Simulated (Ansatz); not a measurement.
**The (100) surface of cubic CsPbCl3 (a phase of room or higher temperature, not the 0 K ground state) in its 1x1 cell (cut with top plane Cl + Cs, bottom plane 2 Cl + Pb), relaxed from an ideal cut (the real face may reconstruct), with unlike faces, outermost plane spacing 2.87 Å in the ideal cut, from a spin-polarised start**

Calculation: PBE (plane waves to 420 eV, PAW; Ansatz, a first-principles code).

Slab: 15 atoms, Cl9Cs3Pb3, 14.3 Å thick at the start; k 5x5x1, smearing 0.025 eV, dipole-corrected; all atoms relaxed; held to the start's symmetry, so lower structures may exist; spin-polarised from one start with parallel moments (other orders not tried), no spin-orbit, no U. The starting moment vanished.

```
Item                                                                                 Value
-----------------------------------------------------------  -----------------------------
surface energy (mean of two unlike faces)                                        0.10 J/m²
surface energy before relaxation (mean of two unlike faces)                      0.17 J/m²
energy released by relaxation                                                      0.28 eV
magnetic moment of the cell                                                        0.00 μB
cost                                                         around 9 core-minutes (rough)
```
